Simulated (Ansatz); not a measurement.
**How the bulk modulus B0 of Mo3Rh (model structure, started from the Cu3Au type, Pm-3m, No. 221, 4 atoms in the cell) moves with the method**

No measured value is used here.

```json
[
 {"level (code)": "LDA (Ansatz)", "value (GPa)": "293", "cell (Å³/atom)": "14.58"},
 {"level (code)": "PBE (Ansatz)", "value (GPa)": "255", "cell (Å³/atom)": "15.34"},
 {"level (code)": "PBEsol (Ansatz)", "value (GPa)": "279", "cell (Å³/atom)": "14.86"},
 {"level (code)": "r²SCAN (Ansatz)", "value (GPa)": "271", "cell (Å³/atom)": "15.13"}
]
```

The crystal itself was run without spin with LDA, PBE, PBEsol, r²SCAN; a magnetic state was not tried in these runs. LDA, PBE, PBEsol, r²SCAN: the run has no spin polarisation, so it can have missed a magnetic state. LDA, PBE, PBEsol, r²SCAN: the bulk modulus is −V dP/dV from two relaxed cells at ±2 % in volume. Each level is taken at its own relaxed cell. Cutoffs differ between the levels. Ansatz's density-functional and Hartree–Fock values are scalar-relativistic unless marked +SOC, with PAW data made under PBE.

A model structure was made by putting elements into a prototype or built by hand; it is no filed structure, need not be a known phase, and can be a saddle point held by its symmetry.

Ansatz is a quantum-chemistry and plane-wave program.
